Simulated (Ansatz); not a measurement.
Bond-angle distributions (per cent of the angles at each element, bins of 10°) of a relaxed model of amorphous Si$_{10}$Al$_{16}$O$_{44}$ at 2.42 g/cm³. Level of theory: PBE, scalar-relativistic without spin-orbit coupling (plane waves to 420 eV, PAW; Ansatz, a first-principles code).

Preparation: random packing, a CHGNet melt and quench, and a DFT relaxation. O atoms were pushed apart under 1.9 Å during the dynamics, to hinder bonds among them. It is a model cell: composition and starting density were chosen by hand, and all elements were melted together. No dispersion term was used. Its density started from a set value of 2.42 and ended at 2.42 g/cm³. Cooling (nominally 1100 K/ps over its main leg) ran many orders faster than in experiment, which tends to leave more defects and strain. A cell of this size samples the disorder only roughly. Volume and shape were free in the relaxation.

Cut-offs for bonds: Si-Si 2.60 Å, Si-Al 2.55 Å, Si-O 1.96 Å, Al-Al 2.66 Å, Al-O 2.36 Å, O-O 1.58 Å. Two cations that share two anions don't count as bonded, nor two that share one unless they lie closer than Si-Si 2.38 Å, Si-Al 2.48 Å, Al-Al 2.59 Å.

| angle (°) | at Si | at Al | at O |
|---|---|---|---|
| 50-60 | 0 | 0 | 0 |
| 60-70 | 0 | 0 | 0 |
| 70-80 | 0 | 6 | 0 |
| 80-90 | 0 | 17 | 1 |
| 90-100 | 8 | 22 | 20 |
| 100-110 | 42 | 21 | 5 |
| 110-120 | 45 | 13 | 21 |
| 120-130 | 5 | 8 | 22 |
| 130-140 | 0 | 2 | 16 |
| 140-150 | 0 | 4 | 11 |
| 150-160 | 0 | 3 | 3 |
| 160-170 | 0 | 3 | 0 |
| 170-180 | 0 | 1 | 0 |

They go with these counts of neighbours within the cut-offs, cation contacts included: Si mean 4.0, most often 4; Al mean 4.4, most often 4; O mean 2.5, most often 2.
